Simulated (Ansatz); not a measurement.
## A computed series for MoSe2: pressure series

The parent structure is MoSe2 in the 2H-MoS2 type structure (space group P6_3/mmc, No. 194; a = 3.277 Å, c = 12.732 Å; layered, stacked along the Cartesian z axis).

Cell and atoms are relaxed at each pressure.

The values are results of PBE-D3(BJ) in Ansatz (plane waves to 420 eV, PAW, no SOC), not measurements.

Base values:

```
Property   Result
--------  -------
Band gap  0.74 eV
```

### Question
The aim is a band gap between 0.92 eV and 1.03 eV. Which of these changes reaches it?
A. pressure 15 GPa
B. pressure 0.9 GPa
C. pressure −2 GPa
D. pressure 9 GPa

### Answer
C, pressure −2 GPa. It gives 0.98 eV; pressure 0.9 GPa gives 0.68 eV; pressure 15 GPa gives 0.16 eV; pressure 9 GPa gives 0.34 eV. Changes not listed may reach it too

Load acts through the strain it causes; cell and atoms are relaxed under it. Stability against distortions was not tested. No other phases were tried under pressure. A zero or small gap of MoSe2 under pressure 15 GPa can be the functional's error rather than a property of the material.

Ansatz is a first-principles code.
